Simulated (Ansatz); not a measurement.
WO₃ (P6/mmm, No. 191, 12 atoms in the cell; start COD 1004057; the formula has other measured phases) was calculated with LDA in Ansatz (PAW).

Settings: plane-wave cutoff 520 eV, 6×6×10 k mesh (along the axes of the cell as run), Fermi–Dirac smearing 0.01 eV, no spin polarisation, scalar-relativistic PAW data made under PBE.

Cell (relaxed at this level):

WO3 has the hexagonal space group P6/mmm (No. 191), Pearson symbol hP12. Lattice parameters: a = b = 7.347 Å, c = 3.777 Å, α = β = 90.00°, γ = 120.00°. W on 3f is coordinated by 6 O at 1.888–1.891 Å (octahedral). O1 on 3g is coordinated by 2 W at 1.888 Å (linear). O2 on 6l is surrounded by 2 W at 1.891 Å (bent). (Neighbours: up to the widest gap in distance over summed covalent radii, below 1.35, at either atom; cation-cation and far metal-metal contacts left out.)

Problem. Predict the band gap and Γ–Γ gap.

Solution. 
* **band gap**: 0.61 eV (on the SCF k mesh)
* **Γ–Γ gap**: 1.64 eV

Note: the relaxation could not lower the start's symmetry, so the cell can be a saddle point above a distorted one.

Spin–orbit coupling is not included.

Computed values are for the static lattice.

The result took roughly 2.8 core-minutes.

Ansatz is a quantum-chemistry and plane-wave program.
